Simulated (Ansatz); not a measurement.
**How the lattice parameter a of HgSe (model structure, started from the PtS type, P4₂/mmc, No. 131, 4 atoms in the cell) moves with the method**

No measured value is used here.

```tsv
level (code)	value (Å)
PBE (Ansatz)	(withheld)
PBEsol (Ansatz)	4.044
PBE-D3(BJ) (Ansatz)	4.052
```

Complete the blanks.


- PBE (Ansatz, a first-principles code), value (Å): 4.172

Density-functional levels without +SOC have no spin–orbit coupling. Ansatz's density-functional and Hartree–Fock values are scalar-relativistic unless marked +SOC, with PAW data made under PBE.

A model structure was made by putting elements into a prototype or built by hand; it is no filed structure, need not be a known phase, and can be a saddle point held by its symmetry.
